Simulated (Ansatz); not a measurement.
The reference is Cu in the fcc (Cu type) structure (space group Fm-3m, No. 225; relaxed with 0.1 eV smearing).

```xyz
1
Lattice="0.0000 1.7895 1.7895 1.7895 0.0000 1.7895 1.7895 1.7895 0.0000" Properties=species:S:1:pos:R:3 pbc="T T T"
Cu     0.0000     0.0000     0.0000
```

Calculations: r2SCAN in Ansatz (plane waves to 500 eV, PAW, no spin-orbit coupling), earlier PAW set.

Base values:

| Item | Result |
|---|---|
| Pressure | 0.0 GPa |

The change: the cell is scaled by 1.0257 in all directions, atoms relaxed at fixed cell.

Q: Estimate the effect on the pressure.

A: The pressure goes from zero to -10.2 GPa.

Q: How does this affect the energy relative to the base?

A: The energy goes up by 31 meV/atom.

The cells carry an imposed strain or load. Stability against distortions was not tested. The final runs are not spin-polarised.

Ansatz is a program for electronic structure.
